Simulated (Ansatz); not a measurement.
The parent structure is GaAs in the zinc blende structure (space group F-43m, No. 216).

```
GaAs
1.0
    0.00000     2.82971     2.82971
    2.82971     0.00000     2.82971
    2.82971     2.82971     0.00000
As Ga
1 1
Cartesian
  4.24457   4.24457   4.24457
  0.00000   0.00000   0.00000
```

Cartesian axes are those of the cell as printed.

Computed with Ansatz (a program for electronic structure), PBEsol, PAW, cutoff 420 eV, spin-orbit coupling left out, earlier PAW set.

It is then changed as follows: a pure shear with ε_xz = ε_zx = 0.0265; the atoms relax in the strained cell.

Task: Predict the stress tensor and what it implies for the stiffness.

Result: Stress of the strained cell less that of the base (GPa, compression positive):
```
   0.15    0.00   -2.92
   0.00   -0.02    0.00
  -2.92    0.00    0.15
```

Then −Δσ/γ with γ = 2ε = 0.0530 gives secant stiffness values (nonlinear terms included at this strain): C55 ≈ 55 GPa.

As a check, the harmonic strain energy −½ V₀ Δσ:ε is 11 meV/atom; the computed energy rise is 11 meV/atom.

Whether these cells are dynamically stable was not tested.
